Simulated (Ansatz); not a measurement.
Base system: InAs in the zinc blende structure (space group F-43m, No. 216; a = 6.186 Å).

The change: a hydrostatic pressure of 30 GPa.

Levels (all Ansatz, a quantum-chemistry and plane-wave program, PAW): PBE (420 eV, no SOC); r2SCAN (500 eV, without spin-orbit coupling).

The geometry is relaxed with PBE.

| Property | Result |
|---|---|
| PBE lowest conduction level above the VBM at special points | Γ 0.98 eV; X 1.07 eV; L 1.48 eV; K 1.90 eV |
| PBE electron mass | 0.060 mₑ (at Γ) |
| PBE smallest direct gap | 0.98 eV |
| PBE gap character | direct at Γ |

Q: What does r2SCAN give at this geometry for the lowest conduction level above the VBM at special points, electron mass, smallest direct gap and gap character?

A: The lowest conduction level above the VBM at special points goes from Γ 0.98 eV; X 1.07 eV; L 1.48 eV; K 1.90 eV to Γ 1.51 eV; X 1.37 eV; L 1.91 eV; K 2.23 eV; the electron mass changes from 0.060 mₑ (at Γ) to 1.4 mₑ along k, 0.22 mₑ across (at X); the smallest direct gap goes up by 0.53 eV, from 0.98 eV to 1.51 eV; the gap character becomes indirect, Γ → X (PBE: direct at Γ).

Single points use the geometry relaxed with PBE. Their cutoffs differ, which shifts pressures a little. Load acts through the strain it causes; cell and atoms are relaxed under it. Masses are band curvatures over ±0.01 Å⁻¹ around the edge. Along k means along the line from Γ to the band edge. No phonon test of stability was made. All final runs are without spin polarisation. Measured, InAs leaves this structure (for rock salt) near 7 GPa (temperature not stated; as listed in Datta, Sujoy, Jana, Debnarayan, arXiv (2020)).
